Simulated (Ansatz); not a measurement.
## LiH under a change: H on a Li site (antisite), symmetric start

Start from a 16-atom supercell of LiH in the rock salt structure (space group Fm-3m, No. 225; a = 4.005 Å) at its relaxed geometry.

Perturbation: a neutral H on a Li site (antisite), symmetric start, atoms relaxed at fixed cell.

The values are results of r2SCAN (Ansatz, a first-principles code, PAW, scalar-relativistic without spin-orbit coupling), not measurements. k-mesh 5×5×5 (Γ-centred); smearing 0.01 eV (Fermi–Dirac).

The pressure goes from zero to -2.6 GPa and the energy gained by relaxation amounts to 0.01 eV.

The magnetic state is the one reached from the starting moments; the real material's order can differ, and small cells can't hold many antiferromagnetic ones. In so small a cell the defect repeats every few ångströms: this is an ordered compound, not a dilute defect. The defect started on the symmetric site and kept its symmetry, so it may sit on a saddle. Seeded moments were not kept for H on a Li site (antisite). The defect cell is spin-polarised and ends with 0.0 μB.
